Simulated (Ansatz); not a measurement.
Response to strain in Al2O3

Consider Al$_{2}$O$_{3}$ in the corundum structure (space group R-3c, No. 167).

```yaml
crystal:
  lattice:
    - [2.40441, 1.38819, 4.37462]
    - [-2.40441, 1.38819, 4.37462]
    - [0.00000, -2.77638, 4.37462]
  atoms:
    - { symbol: Al, position: [0.64785, 0.64785, 0.64785] }
    - { symbol: Al, position: [0.14785, 0.14785, 0.14785] }
    - { symbol: Al, position: [0.35215, 0.35215, 0.35215] }
    - { symbol: Al, position: [0.85215, 0.85215, 0.85215] }
    - { symbol: O, position: [0.75000, 0.44383, 0.05617] }
    - { symbol: O, position: [0.05617, 0.75000, 0.44383] }
    - { symbol: O, position: [0.25000, 0.55617, 0.94383] }
    - { symbol: O, position: [0.55617, 0.94383, 0.25000] }
    - { symbol: O, position: [0.94383, 0.25000, 0.55617] }
    - { symbol: O, position: [0.44383, 0.05617, 0.75000] }
```

Strains are applied to the cell and any free atomic positions relax.

Computed with DFT with PBE, PAW potentials and a 420 eV plane-wave cutoff in Ansatz (an electronic-structure program), no SOC.

Notes on the quantities. energy relative to the base: free energy F.

```tsv
isotropic strain (%)	energy relative to the base (meV/atom)
0	0.0
0.75	?
1.5	12.2
2.25	26.8
3	46.6
```

**Question.** Fit ΔE = Aε² + Bε³ (ε in %) to the rows shown and predict the withheld row.

**Answer.** Least squares on the printed values gives A = 5.65 and B = -0.16 meV/atom (largest residual 0.0 meV/atom); this predicts 3.1 meV/atom, and the run gives 3.1 meV/atom, in agreement.

No phonon test of stability was made.
